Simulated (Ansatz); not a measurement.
The parent structure is Lu in the hcp (Mg type) structure (space group P6_3/mmc, No. 194; a = 3.5062 Å, c = 5.4820 Å; relaxed with 0.1 eV smearing). Axes: x lies along a and z along c of the hexagonal cell.

Method: PBE (Ansatz, a quantum-chemistry and plane-wave program), spin-orbit coupling left out.

Base values:

The shortest interatomic distance comes out as 3.407 Å. The pressure is 0.0 GPa and the band gap is zero.

Perturbation: the cell is compressed by 3.00 % along z with no lateral relaxation, atoms relaxed at fixed cell.

Predict the new energy relative to the base, shortest interatomic distance, pressure and band gap.

The energy goes up by 7.9 meV/atom; the shortest interatomic distance drops by 0.0658 Å, from 3.407 Å to 3.342 Å; the pressure (mean of the normal stresses, compression positive) goes from zero to 1.5 GPa; the band gap remains zero.

The cells carry an imposed strain or load. Whether these cells are dynamically stable was not tested.
